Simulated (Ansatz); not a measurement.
Base system: WC (space group P-6m2, No. 187; a = 2.899 Å, c = 2.827 Å; relaxed with 0.1 eV smearing). Axes: x lies along a and z along c of the hexagonal cell.

Structures relaxed with PBEsol/PAW in Ansatz (a first-principles code), no spin-orbit coupling.

Base:

Simulated powder pattern, Co Kα, λ = 1.79026 Å (kinematic, ideal powder, no thermal factors, no anomalous dispersion; the 14 strongest lines at most, above 2 %, up to 2θ = 90°):

```
2θ (°)  I/Imax (%)    hkl
------  ----------  -----
36.92           43  (001)
41.77          100  (100)
56.96           94  (101)
76.27           22  (110)
78.59          6.8  (002)
87.89           27  (111)
```

After one change:

Simulated powder pattern, Co Kα, λ = 1.79026 Å (kinematic, ideal powder, no thermal factors, no anomalous dispersion; the 14 strongest lines at most, above 2 %, up to 2θ = 90°):

| 2θ (°) | I/Imax (%) |
|---|---|
| 36.73 | 44 |
| 41.77 | 100 |
| 56.82 | 95 |
| 76.27 | 22 |
| 78.12 | 6.9 |
| 87.78 | 27 |

**Question.** Which change produced these results?
A) uniaxial strain ε_zz = −1.50 %
B) uniaxial strain ε_zz = +1.50 %
C) uniaxial strain ε_zz = +0.50 %
D) uniaxial strain ε_zz = −0.50 %

**Answer.** C, uniaxial strain ε_zz = +0.50 %. Its volume per atom is 10.34 Å³ against 10.29 Å³, and its space group is P-6m2 (No. 187).

Stability against distortions was not tested. The final runs are not spin-polarised.
